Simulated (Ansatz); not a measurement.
Consider this model of amorphous Al₂₈O₄₅Mo.

```
CELL_PARAMETERS angstrom
      9.57825    -0.26622    -0.08161
     -0.26622     9.17369    -0.04530
     -0.08161    -0.04530     9.34400
ATOMIC_POSITIONS crystal
  Al 0.64914 0.20747 0.40526
  Al 0.50631 0.59597 0.85526
  Al 0.75028 0.93855 0.28159
  Al 0.21267 0.30369 0.06552
  Al 0.94556 0.16427 0.23016
  Al 0.24856 0.36894 0.74587
  Al 0.74354 0.41767 0.04933
  Al 0.04662 0.86767 0.08700
  Al 0.94442 0.77625 0.50827
  Al 0.77148 0.70264 0.04586
  Al 0.25162 0.23474 0.39973
  Al 0.39716 0.87270 0.87841
  Al 0.98782 0.52937 0.78692
  Al 0.90306 0.20936 0.93548
  Al 0.44676 0.40619 0.21150
  Al 0.39565 0.07790 0.59049
  Al 0.35538 0.02517 0.19092
  Al 0.45935 0.50319 0.53376
  Al 0.49688 0.73596 0.16661
  Al 0.91552 0.88119 0.77561
  Al 0.19213 0.03864 0.88778
  Al 0.95139 0.11913 0.52928
  Al 0.60542 0.79818 0.61149
  Al 0.61058 0.14230 0.06272
  Al 0.72103 0.57267 0.35731
  Al 0.71209 0.11471 0.70704
  Al 0.31525 0.82993 0.43054
  Al 0.21965 0.63836 0.01469
  O  0.80713 0.09941 0.39686
  O  0.12736 0.77159 0.44575
  O  0.10609 0.70037 0.14252
  O  0.16566 0.42149 0.33758
  O  0.66444 0.82569 0.13759
  O  0.87051 0.21054 0.66651
  O  0.54002 0.58142 0.26112
  O  0.98774 0.94658 0.59747
  O  0.70820 0.14217 0.89266
  O  0.91995 0.96793 0.19287
  O  0.66846 0.57286 0.93660
  O  0.58718 0.08004 0.25743
  O  0.51321 0.76737 0.77389
  O  0.57656 0.16012 0.58223
  O  0.09747 0.45333 0.62846
  O  0.70914 0.38410 0.38704
  O  0.32293 0.22435 0.20191
  O  0.88029 0.40670 0.89834
  O  0.90548 0.79560 0.95461
  O  0.61630 0.61465 0.54267
  O  0.77788 0.78999 0.40585
  O  0.41863 0.47192 0.72811
  O  0.23523 0.23948 0.88805
  O  0.46804 0.89159 0.53243
  O  0.15693 0.51688 0.86998
  O  0.30196 0.47445 0.10255
  O  0.20827 0.82431 0.89596
  O  0.79639 0.22852 0.11832
  O  0.42690 0.35844 0.40451
  O  0.41343 0.69430 0.99633
  O  0.93720 0.58073 0.43020
  O  0.37359 0.83580 0.25047
  O  0.03784 0.25385 0.08708
  O  0.93649 0.69233 0.69453
  O  0.30651 0.04354 0.40870
  O  0.27391 0.24003 0.59817
  O  0.06082 0.18110 0.38741
  O  0.73831 0.91926 0.69733
  O  0.99922 0.04698 0.86976
  O  0.33929 0.01359 0.75964
  O  0.46112 0.00828 0.02135
  O  0.18712 0.00975 0.08888
  O  0.31880 0.62490 0.48839
  O  0.80211 0.56395 0.17235
  O  0.56465 0.33379 0.07906
  Mo 0.12181 0.55395 0.45782
```

Methods: PBE, scalar-relativistic without spin-orbit coupling (Ansatz, a first-principles code); r2SCAN, scalar-relativistic without spin-orbit coupling (Ansatz); HSE06, scalar-relativistic without spin-orbit coupling (Ansatz). Neutral PBE cell, which sets geometry, pressure and energy: sampling: a 2×2×2 Γ-centred mesh; Fermi-Dirac width 0.02 eV; no spin polarisation. Exact exchange is cut at the faces of this 9 Å cell, which leaves hybrid gaps a finite-size error.

It comes from a melt-quench run on a machine-learned potential (CHGNet), relaxed afterwards by DFT. O atoms were pushed apart under 1.9 Å during the dynamics, to hinder bonds among them. The hot cell started wider than the set density and was brought back towards it in steps. It is the lowest in DFT energy of 2 quenches. It is a model cell: composition and starting density were chosen by hand, and all elements were melted together. No dispersion term was used. Its density started from a set value of 3.18 and ended at 3.18 g/cm³. Cooling (nominally 340 K/ps over its main leg) ran many orders faster than in experiment, which tends to leave more defects and strain. One small periodic cell is one sample of the glass; other quenches scatter about these values. The volume was held where the preparation left it and the shape relaxed.

Task: Give the pressure and the spacing of the highest filled and lowest empty levels.

Result: 
| Property | Result |
|---|---|
| Pressure on a 2×2×2 Γ-centred mesh | -1.01 GPa |
| Largest force and stress component on that mesh (the relaxation ran on the zone centre alone) | 0.09 eV/Å and 1.1 GPa |
| Gap between localised states on a 2×2×2 Γ-centred mesh (PBE) | 1.51 eV |
| Gap between localised states at the zone centre (PBE) | 1.53 eV |
| Gap between localised states at the zone centre (r2SCAN) | 1.79 eV |
| Gap between localised states at the zone centre (HSE06) | 2.90 eV |
| Distance between the nearest levels spread over more than a fifth of the atoms or a third of the atoms of their main element (six at least) (PBE, zone centre) | 4.19 eV |

Task: At PBE and the zone centre, how localised are the states just below and above the Fermi level (participation number: the atoms over which a state spreads)?

Result: The highest filled state is spread over 3.6 atoms' worth, largest on O55, with weights by element (charge in smoothed Voronoi cells) O 0.96, Al 0.04, Mo 0.00. The lowest empty state is spread over 2.8 atoms' worth, largest on Mo74, with weights by element (charge in smoothed Voronoi cells) Mo 0.56, O 0.40, Al 0.03.

At PBE the levels at both edges of the gap are localised (band-tail or defect states), and the nearest spread-out levels lie 4.2 eV apart at the zone centre.

Bonds are counted up to Al-Al 2.66 Å, Al-O 2.26 Å, Al-Mo 2.85 Å, O-O 1.58 Å, O-Mo 2.42 Å, Mo-Mo 3.04 Å. Two cations that share two anions don't count as bonded, nor two that share one unless they lie closer than Al-Al 2.59 Å, Al-Mo 2.77 Å, Mo-Mo 2.95 Å.

Added carriers, by PBE, scalar-relativistic without spin-orbit coupling run with Ansatz on the zone centre alone. Charged cells keep the cell fixed and stand in a uniform background, with no image correction, at a width of 0.01 eV; where the count is odd the moment is locked at 1 μB, unless the neutral cell bore moments. Each starts from the undistorted neutral geometry alone. PBE's self-interaction favours spread-out carriers, so it can miss traps that a hybrid finds.

Task: What happens at PBE when the cell takes an extra electron and the atoms relax?

Result: Relaxation lowers the charged cell by 0.84 eV. The largest moves are O59 0.21 Å, O49 0.20 Å, O32 0.13 Å, Al25 0.13 Å. The level that holds the added charge spreads over 2.5 atoms' worth, most on Mo74 (weight 0.60): a localised (trapped) carrier, which neighbours of that atom can share. No bond crosses its cut-off with a change of over 0.15 Å (metal-metal contacts aside). Made neutral again at that geometry, the cell lies +0.71 eV from the neutral start (a closed shell was imposed there, with levels 0.18 eV apart, so this is an upper bound).

Task: What happens at PBE when the cell takes a hole and the atoms relax?

Result: Relaxation lowers the charged cell by 0.50 eV. The largest moves are O40 0.27 Å, Al3 0.23 Å, O55 0.23 Å, Al17 0.22 Å. The level that was emptied spreads over 2.8 atoms' worth, most on O70 (weight 0.44): a localised (trapped) carrier, which neighbours of that atom can share. Bonds broken: Al3-O40, Al28-O55. Bonds formed: Al8-O55, Al17-O40. Made neutral again at that geometry, the cell lies +1.07 eV from the neutral start (a closed shell was imposed there, with levels 0.10 eV apart, so this is an upper bound).
